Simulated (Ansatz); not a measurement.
Variants of one calculation on BaAs₃ (C2/m, 8 atoms in the cell)

```
BaAs3
1.0
    5.12287    -3.92479     0.00000
    5.12287     3.92479     0.00000
   -2.42413     0.00000     5.62262
Ba As
2 6
Direct
  0.83604   0.83604   0.16173
  0.16396   0.16396   0.83827
  0.37553   0.90333   0.31902
  0.62447   0.09667   0.68098
  0.09667   0.62447   0.68098
  0.90333   0.37553   0.31902
  0.50614   0.50614   0.29976
  0.49386   0.49386   0.70024
```

Base run A: PBEsol, PAW files made with PBE (Ansatz, an electronic-structure program), self-consistent single point.

Its settings: kpoints.mp_grid.grid = 4 4 4; hamiltonian.xc = pbesol; hamiltonian.pseudopotentials = {kind: paw} (the program's default PAW files); scf.occupations.method = cold; scf.occupations.width = 0.272 eV.

The starting cell comes from a database of computed structures (which also holds hypothetical and non-ambient phases and stackings), without a prior relaxation at this level. Ansatz's pressure includes its estimate of the finite-basis (Pulay) stress. The run gives no clean gap (levels at the Fermi energy touch, overlap or are partly filled at this smearing), which alone does not show that the compound is a metal.

ΔF is the free energy per atom less that of run A. A dash stands where there is no value to compare (another energy zero or no entropy term, no result, no spin, no clean gap, or a mesh too coarse for one). Total energies depend on the potentials, the functional and any Hubbard or dispersion term, so they are compared only between runs that share all of them.

Runs:
- B: 3 x 1 x 1 supercell, mesh divided and rounded up; kpoints.mp_grid.grid: 4 4 4 → 2 4 4
- C: hamiltonian.dispersion: default → d4 [PBEsol-D4]
- D: hamiltonian.pseudopotentials: {kind: paw} (the program's default PAW files) → {kind: paw_fr}; magnetization.noncollinear: default → true; magnetization.spin_orbit: default → false
- E: kpoints.mp_grid.grid: 4 4 4 → 3 3 3
- F: scf.occupations.width: 0.272 eV → 0.3 eV
- G: crystal.symmetry.detect: default → false
- H: kpoints.mp_grid.grid: 4 4 4 → 5 5 5; scf.occupations.width: 0.272 eV → 0.3 eV
- I: scf.mixing.preconditioner: default (the program chose Kerker) → kerker; scf.mixing.q_tf: default → 0.2
- J: scf.mixing.algorithm: default (the program chose MSR1) → anderson; scf.mixing.beta: default → 0.9

```csv
run,ΔF (meV/atom),pressure (GPa),largest force (eV/Å),k-points,valence electrons
A,0.00,-1.90,0.198,24,110
B,0.59,-1.89,0.195,20,330
C,–,-2.95,0.202,24,110
D,–,-1.90,0.198,24,110
E,6.6,-1.80,0.149,10,110
F,0.15,-1.91,0.193,24,110
G,0.00,-1.90,0.198,36,110
H,1.85,-1.87,0.158,39,110
I,0.00,-1.90,0.198,24,110
J,0.00,-1.90,0.198,24,110
```

Run E against A: The free energy goes up by 6.6 meV/atom, the pressure goes from -1.90 to -1.80 GPa and the largest force goes from 0.198 to 0.149 eV/Å.

Run C against A: The pressure goes from -1.90 to -2.95 GPa and the largest force hardly changes (0.198 to 0.202 eV/Å).

Keys are those of Ansatz 0.2.
